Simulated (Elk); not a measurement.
A self-consistent single point of Ba (Cmcm, 2 atoms in the cell) with Elk.

Computed with PBEsol, all-electron FP-LAPW, Elk's shipped species files, LAPW+lo basis (Elk).

The change in words: lattice scaled by 0.98. Reference geometry:
```xyz
2
Lattice="2.1565 -3.9121 0.0000 2.1565 3.9121 0.0000 0.0000 0.0000 7.2693" Properties=species:S:1:pos:R:3 pbc="T T T"
Ba     2.1565    -1.1705     5.4520
Ba     2.1565     1.1705     1.8173
```

Reference input (self-consistent single point, DFT, PBEsol, all-electron FP-LAPW, Elk's shipped species files, LAPW+lo basis): xctype = 22; rgkmax = 7.5; stype = 0; swidth = 0.00999582 Ha; ngridk = 6 6 3; gmaxvr = 14 1/bohr; nxoapwlo = 1. This run's input differs from it in these lines:

```diff
@@ -22,5 +22,5 @@
 avec
-    4.0751679316   -7.3927597776    0.0000000000
-    4.0751679316    7.3927597776    0.0000000000
-    0.0000000000    0.0000000000   13.7369256465
+    3.9936640438   -7.2449038262    0.0000000000
+    3.9936640438    7.2449038262    0.0000000000
+    0.0000000000    0.0000000000   13.4621878139
```

The program printed (abridged):

```
│ Self-consistent loop started │
│ Loop number : 1 │
 total energy                :     -16277.4507398
│ Loop number : 2 │
 total energy                :     -16277.4448659
RMS change in Kohn-Sham potential (target) :   0.7267444265E-01 (  0.1000000000E-05)
Absolute change in total energy (target)   :   0.5873889138E-02 (  0.1000000000E-03)
│ Loop number : 3 │
 total energy                :     -16277.2705273
RMS change in Kohn-Sham potential (target) :   0.6944736638E-01 (  0.1000000000E-05)
Absolute change in total energy (target)   :   0.1758071378     (  0.1000000000E-03)
│ Loop number : 4 │
   [... lines left out ...]
Absolute change in total energy (target)   :   0.7643700501E-03 (  0.1000000000E-03)
│ Loop number : 13 │
 total energy                :     -16272.4180602
RMS change in Kohn-Sham potential (target) :   0.3164075779E-07 (  0.1000000000E-05)
Absolute change in total energy (target)   :   0.1924258577E-03 (  0.1000000000E-03)
│ Loop number : 14 │
 total energy                :     -16272.4180594
RMS change in Kohn-Sham potential (target) :   0.5660162222E-08 (  0.1000000000E-05)
Absolute change in total energy (target)   :   0.4887626892E-04 (  0.1000000000E-03)
Convergence targets achieved

│ Loop number : 15 │

Energies :
 Fermi                       :     0.180504985268
 total energy                :     -16272.4180593

Density of states at Fermi energy :    83.97895871
 (states/Hartree/unit cell)

Estimated indirect band gap :   0.1569369254E-02
 from k-point      3 to k-point     11
Estimated direct band gap   :   0.1284964202E-01
 at k-point     10

Charges :
 core                        :    72.00000000
 valence                     :    40.00000000
 interstitial                :    4.687210611
 muffin-tins (core leakage)
  species :    1 (Ba)
   atom    1                 :    53.65639469     (  0.5318569990E-05)
   atom    2                 :    53.65639469     (  0.5318569990E-05)
 total in muffin-tins        :    107.3127894
 total calculated charge     :    111.9968507
 total charge                :    112.0000000
 error                       :   0.3149337529E-02

│ Self-consistent loop stopped │
```

The run converged in 15 iterations. The count includes the last loop, which Elk runs after its targets are met. Against the reference run the total energy falls by 6.4 meV/atom.

The starting cell comes from a database of computed structures (which also holds hypothetical and non-ambient phases and stackings), without a prior relaxation at this level. Its lattice was rescaled by a random factor within 2.5 % of one. For this run, on top of that: lattice scaled by 0.98. Values depend on the basis (sphere radii, cutoffs, local orbitals), which need not be converged. The log's line on a gap gives a spacing of levels on this mesh, which the program prints for metals too.
